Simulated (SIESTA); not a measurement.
Band structure of Li₂BiO₃ (Cmmm, 6 atoms in the cell).

```xyz
6
Lattice="2.2465 -4.9874 0.0000 2.2465 4.9874 0.0000 0.0000 0.0000 3.5114" Properties=species:S:1:pos:R:3 pbc="T T T"
Li     2.2465    -1.5587     1.7557
Li     2.2465     1.5587     1.7557
Bi     0.0000     0.0000     0.0000
O      2.2465     3.5128     1.7557
O      2.2465    -3.5128     1.7557
O      2.2465     0.0000     0.0000
```

Computed with GGA PBEsol, numerical atomic orbitals DZP, PseudoDojo PBEsol standard norm-conserving potentials (rewritten from UPF to PSML) in SIESTA.

Settings: XC.functional = GGA; XC.authors = PBEsol; potentials = PseudoDojo PBEsol standard; PAO.BasisSize = DZP; PAO.EnergyShift = 0.005 Ry; MeshCutoff = 350 Ry; kgrid.MonkhorstPack = 7 7 8; OccupationFunction = FD; ElectronicTemperature = 1160.45 K; PAO.Polarization.NonPerturbative = true; MaxSCFIterations = 150; SCF.Mixer.Method = Pulay; SCF.Mixer.Weight = 0.25; SCF.Mixer.History = 8.

The starting cell comes from a database of computed structures (which also holds hypothetical and non-ambient phases and stackings), without a prior relaxation at this level. Its lattice was rescaled by a random factor within 2.5 % of one. Spin-orbit coupling is off. Values carry the incompleteness of an atom-centred basis.

Levels in eV from the Fermi level, bands 16 to 21:
```json
[
 {"point": "Γ", "16": "-1.81", "17": "-1.81", "18": "-1.62", "19": "-1.61", "20": "-1.56", "21": "3.94"},
 {"point": "X", "16": "-2.01", "17": "-1.93", "18": "-1.83", "19": "-1.12", "20": "0.05", "21": "2.38"},
 {"point": "S", "16": "-2.16", "17": "-1.98", "18": "-1.81", "19": "-1.24", "20": "0.45", "21": "2.42"},
 {"point": "R", "16": "-2.08", "17": "-2.05", "18": "-1.91", "19": "-1.12", "20": "1.19", "21": "3.19"},
 {"point": "A", "16": "-2.29", "17": "-2.25", "18": "-1.63", "19": "-1.42", "20": "0.71", "21": "3.87"},
 {"point": "Z", "16": "-2.53", "17": "-2.06", "18": "-1.90", "19": "-1.39", "20": "-0.54", "21": "5.41"},
 {"point": "Y", "16": "-2.42", "17": "-2.13", "18": "-1.67", "19": "-1.65", "20": "-0.78", "21": "2.81"},
 {"point": "X1", "16": "-2.01", "17": "-1.93", "18": "-1.83", "19": "-1.12", "20": "0.05", "21": "2.38"},
 {"point": "A1", "16": "-2.29", "17": "-2.25", "18": "-1.63", "19": "-1.42", "20": "0.71", "21": "3.87"},
 {"point": "T", "16": "-2.40", "17": "-2.20", "18": "-1.86", "19": "-1.58", "20": "0.05", "21": "5.94"}
]
```

Bands cross the Fermi level along this path, so the cell is metallic at this level.

Higher empty bands are left out: an atom-centred basis made for the valence describes them poorly.
